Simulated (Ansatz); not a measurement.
For WGe (model structure, started from the MnP type, Pnma, No. 62, 8 atoms in the cell), PBEsol in Ansatz (PAW) gives:

| Item | Value |
|---|---|
| volume per atom | 15.88 Å³/atom |
| enthalpy of formation | 0.072 eV/atom |

Problem. What does PBE-D3(BJ) (PAW; Ansatz, a program for electronic structure) give for the same quantities?

Solution. 
- equilibrium volume per atom: 15.95 Å³/atom (increases by 0.4 %)
- formation enthalpy: 0.082 eV/atom (goes up by 0.010 eV/atom)

Changes are worked out from the printed values.

Unless a cell is named, each level is at its own relaxed cell (PBEsol 15.88, PBE-D3(BJ) 15.95 Å³/atom).

Levels without +SOC leave out spin–orbit coupling, which shifts energies and cells of such heavy elements.

Ansatz's density-functional and Hartree–Fock values are scalar-relativistic unless marked +SOC, with PAW data made under PBE.

A model structure was made by putting elements into a prototype or built by hand; it is no filed structure, need not be a known phase, and can be a saddle point held by its symmetry.
